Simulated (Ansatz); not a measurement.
## Response to strain in PbSe

Start from PbSe in the rock salt structure (space group Fm-3m, No. 225).

```
PbSe
1.0
    0.00000     3.08888     3.08888
    3.08888     0.00000     3.08888
    3.08888     3.08888     0.00000
Se Pb
1 1
Direct
  0.00000   0.00000   0.00000
  0.50000   0.50000   0.50000
```

Cartesian axes are those of the cell as printed.

Strains are applied to the cell and any free atomic positions relax; under biaxial strain the out-of-plane vector relaxes too; under stress the whole cell relaxes.

Method: plane-wave PAW DFT at the r2SCAN level (Ansatz, a quantum-chemistry and plane-wave program, 500 eV), no spin-orbit coupling.

Task: Only one of these has a direct gap. Which?
(A) strain tensor (xx, yy, zz, yz, xz, xy) = (+0.24, −0.83, +0.23, +0.14, +0.49, −0.50) %
(B) tensor shear ε_yz = +0.95 %
(C) uniaxial stress, 1 GPa compression along x
(D) biaxial strain −0.55 %, plane normal [111], relaxed out of plane

Result: C, uniaxial stress, 1 GPa compression along x. Computed: tensor shear ε_yz = +0.95 %: indirect, S → R; strain tensor (xx, yy, zz, yz, xz, xy) = (+0.24, −0.83, +0.23, +0.14, +0.49, −0.50) %: indirect, Y → R; biaxial strain −0.55 %, plane normal [111], relaxed out of plane: indirect, T → L; uniaxial stress, 1 GPa compression along x: direct at N

Spin-orbit coupling, missing from the scalar runs, can matter with Pb. Beyond what the load breaks, stability against distortions was not tested. k-point labels follow each cell's own Brillouin zone.
